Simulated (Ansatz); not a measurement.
The reference is Sn (space group I4_1/amd, No. 141; a = 5.886 Å, c = 3.184 Å). Axes: x, y, z lie along a, b, c of the conventional cell.

All numbers come from r2SCAN, PAW, 500 eV (Ansatz, a quantum-chemistry and plane-wave program; without spin-orbit coupling).

For the base:

```
Item                            Result
-----------------------------  -------
Pressure                       0.0 GPa
Shortest interatomic distance  3.049 Å
Band gap                          zero
```

The change: the cell is stretched by 4.18 % along y with no lateral relaxation, atoms relaxed at fixed cell.

### Question
What happens to the pressure, shortest interatomic distance, band gap, largest internal atomic displacement and energy relative to the base?

### Answer
The pressure (mean of the normal stresses, compression positive) goes from zero to -2.0 GPa; the shortest interatomic distance grows by 0.0575 Å (3.049 Å → 3.106 Å); the band gap remains zero; the largest internal atomic displacement comes out as 0.099 Å; the energy goes up by 13 meV/atom.

Without a gap, meshes like the base's 17×17×17 leave anisotropic stresses uncertain by several tenths of a GPa, and small strain energies with them. The cells carry an imposed strain or load. Stability against distortions was not tested.
